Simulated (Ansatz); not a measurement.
**MgB2 (space group P6/mmm, No. 191)**

```xyz
3
Lattice="3.0743 0.0000 0.0000 -1.5371 2.6624 0.0000 0.0000 0.0000 3.5275" Properties=species:S:1:pos:R:3 pbc="T T T"
Mg     0.0000     0.0000     0.0000
B      1.5371     0.8875     1.7638
B      0.0000     1.7749     1.7638
```

The values are results of PBE (Ansatz, an electronic-structure program, PAW, spin-orbit coupling left out), not measurements. k-mesh 17×17×13 (Γ-centred); smearing 0.05 eV (Fermi–Dirac).

The volume per atom is 9.62 Å³. The density is 2.64 g/cm³. The band gap is zero and the total energy comes out as -745.341 eV/atom (σ→0; compares only within this code and set-up).

No phonon test of stability was made. All final runs are without spin polarisation.
